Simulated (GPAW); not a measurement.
## Pressure against volume in rock-salt CaSe (space group 225) (GPAW, LDA)

```
CaSe
1.0
    0.00000     2.84488     2.84488
    2.84488     0.00000     2.84488
    2.84488     2.84488     0.00000
Ca Se
1 1
Direct
  0.00000   0.00000   0.00000
  0.50000   0.50000   0.50000
```

Method of the run: LDA (Perdew-Wang 92), GPAW PAW datasets LDA (gpaw-data 1.0.1) (plane waves; GPAW). Settings: mode = pw; ecut = 585 eV; xc = LDA; kpts = 10 10 10; mesh shift (steps) = 0 0 0; occupations.name = fermi-dirac; occupations.width = 0.01 eV; nbands = -8; convergence.bands = -6; symmetry.symmorphic = false; symmetry.tolerance = 0.0005; maxiter = 100. The cell above is the first row's. The rows scale it uniformly. In all rows fractional positions and the k mesh are held.

```
V (Å^3/atom)  P (GPa)
------------  -------
23.025              ?
23.525           2.30
24.026           0.96
24.526          -0.25
25.027          -1.34
25.527          -2.32
26.028          -3.22
26.528          -3.99
27.029          -4.71
```

Taking a cubic for P over the 8 complete rows: With u = V - 25.3, the rows have u = -1.7750, -1.2740, -0.7740, -0.2730, 0.2270, 0.7280, 1.2280, 1.7290. Least squares gives P = -1.892 - 1.9542·u + 0.2085·u² - 0.01172·u³. Residuals (row less fit): 0.001, 0.000, -0.001, 0.003, 0.005, -0.011, 0.009, -0.002; standard error 0.008 (degrees of freedom: 4). The fitted pressure is zero at V0 = 24.42, where dP/dV = -2.349, so B0 = -V0·dP/dV = 57.4 GPa.

### Question
Estimate the missing P (V = 23.025); what did the run itself give?

### Answer
u = -2.2750, so P = -1.892 - 1.9542 × (-2.2750) + 0.2085 × (-2.2750)² - 0.01172 × (-2.2750)³ = 3.771 GPa. The calculation gives 3.80 GPa, 0.029 GPa above the prediction (0.3 % of the range of P in the table). The row lies outside the fitted rows, so this is an extrapolation. From the scatter of the fitted rows alone, a prediction at this place has a standard error of 0.021 GPa, so the miss is 1.4 times that.

Carrying the step between the two nearest rows on in a straight line would have given 3.64, off by 0.16; series whose last step already gives the withheld value aren't shown. The scan was laid around a cell of about the measured size, scaled by a guess for this functional. The runs keep the symmetry of the cell, so they don't test it for distortions. Cutoffs and mesh are single choices, not tested for convergence of this quantity. Series with a scatter that would blur these digits, or in which a gap closes, are not shown.
